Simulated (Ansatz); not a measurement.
A computed series for hypothetical P4_2/mnm ZnS: response to strain

The reference is ZnS (space group P4_2/mnm, No. 136; a hypothetical phase, not in the database extracts checked).

```xyz
8
Lattice="6.6298 0.0000 0.0000 0.0000 6.6298 0.0000 0.0000 0.0000 3.8613" Properties=species:S:1:pos:R:3 pbc="T T T"
Zn     2.1536     4.4762     0.0000
Zn     4.4762     2.1536     0.0000
Zn     5.4685     5.4685     1.9306
Zn     1.1613     1.1613     1.9306
S      2.0836     2.0836     0.0000
S      4.5462     4.5462     0.0000
S      1.2313     5.3986     1.9306
S      5.3986     1.2313     1.9306
```

Cartesian axes are those of the cell as printed.

Strains are applied to the cell and any free atomic positions relax; under biaxial strain the out-of-plane vector relaxes too; under stress the whole cell relaxes.

Levels (all Ansatz, an electronic-structure program, PAW): PBE (420 eV, no spin-orbit coupling); PBEsol (420 eV, no SOC).

The base cell above is that of PBE; each level relaxes its own structures.

```json
[
 {"case": "biaxial strain +1.19 %, plane normal [001], relaxed out of plane", "band gap, PBE": "2.06 eV", "band gap, PBEsol": "2.14 eV"},
 {"case": "biaxial strain +1.74 %, plane normal [001], relaxed out of plane", "band gap, PBE": "2.01 eV", "band gap, PBEsol": "2.08 eV"},
 {"case": "tensor shear ε_xz = +0.68 %", "band gap, PBE": "2.15 eV", "band gap, PBEsol": "2.22 eV"},
 {"case": "uniaxial stress, 2 GPa tension along x", "band gap, PBE": "2.08 eV", "band gap, PBEsol": "2.16 eV"}
]
```

PBE lies below PBEsol in every row, by 0.07 eV to 0.08 eV. They put the cases in the same order.

Beyond what the load breaks, stability against distortions was not tested.
